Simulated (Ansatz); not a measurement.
Abridged Ansatz (a first-principles code) output:

```
Relaxation: its limit of steps is 50 (relax.max_steps)
Pseudopotential: Hf, paw, valence charge 26
Crystal: 2 atoms, lattice volume = 44.210 Å³
Basis set: ecut = 420 eV, 857 PW (Γ), exchange–correlation on 48×48×72 points (8 copies of the dense FFT grid, shifted against one another)
Bands: 32, of which v1, the nominal top of the filled ones, is band 26 counted from 1 (25 counted from 0)
Symmetry: 24 space group operations
k-points: 336 of 5292
Functional: x = slater, c = lda
SCF iter   1: F=—  HF=-30953.689420 eV  |F-HF|=—  |Δ(HF+E_count)|=         —  Δρ=4.26e-3  dr2=3.24e-3  ethr=1.77e-3  ⟨swp⟩=4.5  Hψ=35431  notcnv=0
SCF iter   2: F=—  HF=-30953.689363 eV  |F-HF|=—  |Δ(HF+E_count)|=   5.67e-5  Δρ=2.59e-3  dr2=1.34e-3  ethr=6.22e-6  ⟨swp⟩=2.0  Hψ=19554  notcnv=0
SCF 1 converged in 9 iterations: F = -30953.689406 eV  dr2 = 3.58e-11
relax step   1: F+E_penalty+E_count = -30953.68940594 eV  Δ(F+E_penalty+E_count) = +0.000e0 eV  max|allowed force component| = 2.591e-16 eV/Å  Δτ_max = 0.0000 Å  (9 SCF iters, accepted)
SCF converged after 9 iterations
Free energy (F): -30953.689406 eV
Internal energy: -30953.630811 eV  (E = F + TS)
E sigma→0 (E₀):  -30953.660109 eV
Entropy (-TS):   -0.058595 eV (-29.297 meV/atom)
Fermi energy:    19.805068 eV
--- Forces (eV/Å), atoms counted from 1 ---
  atom   1  Hf     0.00000000     0.00000000     0.00000000
  atom   2  Hf     0.00000000    -0.00000000     0.00000000
--- Stress (GPa, compression-positive) ---
       -6.315521       0.000000       0.000000
        0.000000      -6.315521      -0.000000
        0.000000      -0.000000      -6.695396
  P = ⅓ Tr σ = -6.4421 GPa (-64.421 kbar)
--- Relaxed structure (1 steps of the walk, 1 accepted, 0 SCFs on fresh bases) ---
  atoms:
    - { symbol: Hf, position: [0.6666666666666666, 0.33333333333333337, 0.7500000000000001] }
    - { symbol: Hf, position: [0.33333333333333337, 0.6666666666666667, 0.25] }
```

Problem. What was computed, and what are the main results?

Solution. Hf, 2 atoms in the cell, with LDA in Ansatz (plane waves to 420 eV, PAW, no SOC). The last SCF converged to F = -30953.689406 eV, or -15476.8447 eV per atom, at a pressure of -6.44 GPa. The total energy compares only with runs of the same code, potentials and settings.

The cells carry an imposed strain or load. Whether these cells are dynamically stable was not tested. All final runs are without spin polarisation. The cell was made from Hf in the hcp (Mg type) structure (space group P6_3/mmc, No. 194) by this change: isotropic strain +2.00 %.

Keys are those of Ansatz 0.2.
